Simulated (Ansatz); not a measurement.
Start from Y in the hcp (Mg type) structure (space group P6_3/mmc, No. 194; a = 3.5943 Å, c = 5.6099 Å; relaxed with 0.1 eV smearing). Axes: x lies along a and z along c of the hexagonal cell.

The values are results of PBEsol in Ansatz (plane waves to 420 eV, PAW, no spin-orbit coupling), not measurements.

Strains are applied to the cell and any free atomic positions relax.

One change was made to it. Results:

```tsv
quantity	base	after
pressure (mean of the normal stresses, compression positive)	0.0 GPa	-0.8 GPa
energy relative to the base (free energy F)	0 meV/atom	+2.9 meV/atom
```

### Question
Which of these changes matches the shifts?
(A) uniaxial strain ε_xx = +2.00 %
(B) uniaxial strain ε_xx = +0.50 %
(C) uniaxial strain ε_xx = +1.00 %

### Answer
A, uniaxial strain ε_xx = +2.00 %. For comparison, the energy relative to the base in the other runs: uniaxial strain ε_xx = +1.00 % gives +0.7 meV/atom; uniaxial strain ε_xx = +0.50 % gives +0.2 meV/atom.

Stability against distortions was not tested. All final runs are without spin polarisation.

Ansatz is a first-principles code.
